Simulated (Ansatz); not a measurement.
Start from Fe in the bcc (W type) structure (space group Im-3m, No. 229; a = 2.832 Å; ferromagnetic).

The values are results of PBE/PAW in Ansatz (a program for electronic structure), no spin-orbit coupling, not measurements.

One change was made to it. Results:

The band gap is still zero; the shortest interatomic distance shrinks by 0.034 Å (2.452 Å → 2.418 Å); the density goes up by 0.35 g/cm³ to 8.52 g/cm³; the largest site moment shrinks by 0.08 μB (2.22 μB → 2.14 μB).

**Question.** Which of these changes matches the shifts?
(A) pressure 9 GPa
(B) pressure 2.1 GPa
(C) pressure 22.5 GPa

**Answer.** A, pressure 9 GPa. For comparison, the shortest interatomic distance in the other runs: pressure 22.5 GPa gives 2.377 Å; pressure 2.1 GPa gives 2.444 Å.

Other magnetic orders, which the real material may have, were not ruled out. Load acts through the strain it causes; cell and atoms are relaxed under it. Stability against distortions was not tested. Measured, Fe leaves this structure (for hcp) near 13 GPa (room temperature; as listed in N. A. Zarkevich, D. D. Johnson, Physical Review B (2015)), on rising pressure, with hysteresis.
